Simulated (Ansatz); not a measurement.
bcc V (1 1 1) on rock-salt PbS (1 1 1) (film strained to the substrate, started from cuts of the bulks and a machine-learned relaxation; slabs Pb4S4 and V12, which can lie off the formulas)

A periodic stack without vacuum, bcc V (1 1 1) on rock-salt PbS (1 1 1) (film strained to the substrate, started from cuts of the bulks and a machine-learned relaxation; slabs Pb4S4 and V12, which can lie off the formulas): substrate slab Pb4S4, film V12, surface cells [[0, 1], [-1, 0]] and [[1, -1], [0, 1]], film strained by +0.2 and +0.2 %, outermost planes S/Pb and V/V as cut, which need not be the usual terminations and can put a slab off its formula.

The start was prepared with a machine-learned potential, and the result is one local minimum, with the in-plane cell held and forces under 0.04 eV/Å; the film can end far from its bulk form.

These are PBE (plane waves to 420 eV, PAW; Ansatz, a quantum-chemistry and plane-wave program) values and carry that method's errors. No spin–orbit coupling; the runs are not spin-polarised. Its k-point mesh 9×9×1, Fermi–Dirac width 0.05 eV.

- interface area: 15.6 Å²
- period: 25.07 Å
- heights between the nearest atoms of the two slabs at the two interfaces: 2.09 and 0.63 Å
- S–V contacts across the interfaces within 1.22 times the sum of covalent radii: 7, mean 2.60 Å
- Pb–V contacts across the interfaces within 1.22 times the sum of covalent radii: 5, mean 3.11 Å

```
CELL_PARAMETERS angstrom
      4.24852    -0.00018    -0.03261
     -2.12427     3.67951    -0.00900
     -1.97309    -0.80158    25.09342
ATOMIC_POSITIONS crystal
  Pb 0.94647 0.04178 0.09010
  Pb 0.37355 0.74742 0.23236
  Pb 0.80434 0.46507 0.37695
  Pb 0.24367 0.21541 0.52256
  S  0.21320 0.68158 0.99290
  S  0.64645 0.38905 0.14412
  S  0.07557 0.09485 0.28901
  S  0.50589 0.80791 0.43397
  V  0.31522 0.25303 0.63506
  V  0.96319 0.57618 0.60598
  V  0.02288 0.60257 0.70025
  V  0.66510 0.92615 0.66154
  V  0.73193 0.95365 0.76777
  V  0.37821 0.27889 0.73492
  V  0.44184 0.30485 0.83695
  V  0.08645 0.62890 0.80169
  V  0.14904 0.65498 0.90028
  V  0.79640 0.98019 0.87008
  V  0.86004 0.00655 0.96792
  V  0.51017 0.33293 0.94294
```
